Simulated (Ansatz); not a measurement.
Worked sum: formation energy of Ni_Cu in Cu (fcc, Fm-3m)

Consider the formation energy of Ni_Cu in Cu (fcc, Fm-3m). Reaction: 31 Cu (fcc) + Ni (fcc) → cell A.

A: a supercell of 32 sites of Cu (fcc, Fm-3m) with Ni on a Cu site (12 Cu at 2.55 Å); spin state with PBE: no moments.

Ni (fcc, Fm-3m), 1 atom in the cell; spin state with PBE: net moment 0.6 μB a cell.

Method: Ansatz (an electronic-structure program), PAW, neutral cells at 0 K with nuclei at rest, on structures from PBE. Ansatz runs with its PAW set soft_1. Larger cells are relaxed from a start prepared with the learned potential CHGNet, on a coarser mesh till forces fall under 0.03 eV/Å, which some starts already meet. A dispersion term (D3(BJ), or D4 for r2SCAN) was computed beside these levels and is taken off wherever the name lacks it. Space groups of crystals are read within 0.01 Å. No search over spin orders was made beyond those shown. Mesh and cell size may move defect energies by 0.1 eV or more. Cell A has symmetry Pm-3m within 0.02 Å and got no random move, so less symmetric positions, which may lie lower, weren't tried.

Total energies of the cells in eV, at zero smearing width. They compare only within one column; the weights balance every element.

```
cell         atoms  weight            PBE
-----------  -----  ------  -------------
A: Cu:Ni_Cu     32      +1  -211220.35607
Cu (fcc)        32  −31/32  -212005.87089
Ni (fcc)         1      −1    -5839.72514
```

PBE: (-211220.35607) − 31/32 × (-212005.87089) − (-5839.72514) = 0.056 eV.
